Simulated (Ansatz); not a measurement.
Start from Co in the hcp (Mg type) structure (space group P6_3/mmc, No. 194; a = 2.494 Å, c = 4.037 Å; ferromagnetic; relaxed with 0.1 eV smearing). Axes: x lies along a and z along c of the hexagonal cell.

Computed with PBE (Ansatz, an electronic-structure program), no SOC.

Base values:

```
Quantity               Result
--------------  -------------
Pressure              0.0 GPa
Magnetic state  ferromagnetic
```

One thing is altered: uniaxial strain ε_zz = −1.28 %, all other strain components held at zero; the atoms relax in the strained cell.

Question: How does this affect the pressure and magnetic state?

Answer: The pressure (mean of the normal stresses, compression positive) goes from zero to 2.8 GPa; the magnetic state remains ferromagnetic.

The magnetic state is the one reached from the starting moments; the real material's order can differ, and small cells can't hold many antiferromagnetic ones. Whether these cells are dynamically stable was not tested.
